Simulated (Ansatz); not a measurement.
Density of states of PdS (P-6m2, 2 atoms in the cell).

```yaml
crystal:
  lattice:
    - [3.32187, 0.00000, 0.00000]
    - [-1.66094, 2.87683, 0.00000]
    - [0.00000, 0.00000, 3.24198]
  atoms:
    - { symbol: Pd, position: [0.00000, 0.00000, 0.00000] }
    - { symbol: S, position: [0.66667, 0.33333, 0.50000] }
```

Computed with PBEsol, harder PAW files (source: ansatz) made with PBE (plane waves; Ansatz, a program for electronic structure).

SCF settings: basis.ecutwfc = 600 eV; kpoints.mp_grid.grid = 8 8 7; hamiltonian.xc = pbesol; hamiltonian.pseudopotentials = {kind: paw, source: ansatz}; scf.occupations.method = cold; scf.occupations.width = 0.1 eV. Keys of the DOS step: output.dos.nscf_kmesh.grid = 12 12 11; output.dos.method = {smearing: {sigma: 0.02}} eV.

The starting cell was generated: these elements placed on a structure prototype, without a prior relaxation; it need not be a known phase or ordering of this composition. Spin polarisation is off.

Total DOS (both spins), as means of the tabulated values in each energy bin; the zero is the program's Fermi level or highest filled level, and the curve is cut to this window:

```
E (eV) | states/eV/cell
    -7.80 | # 0.08
    -7.40 | ### 0.40
    -7.00 | ######### 1.24
    -6.60 | ############### 2.11
    -6.20 | ######### 1.23
    -5.80 | ######### 1.26
    -5.40 | ############## 1.89
    -5.00 | ##################### 2.95
    -4.60 | ################ 2.18
    -4.20 | ############ 1.62
    -3.80 | ####### 1.02
    -3.40 | ##################### 2.92
    -3.00 | ################### 2.65
    -2.60 | ########### 1.53
    -2.20 | ############ 1.61
    -1.80 | ############################## 4.16
    -1.40 | ############# 1.81
    -1.00 | ############# 1.75
    -0.60 | ############# 1.79
    -0.20 | ##### 0.74
     0.20 | ########### 1.55
     0.60 | ########### 1.47
     1.00 | ######## 1.17
```

Around zero the curve holds about 0.9 states/eV/cell.

Keys are those of Ansatz 0.2.
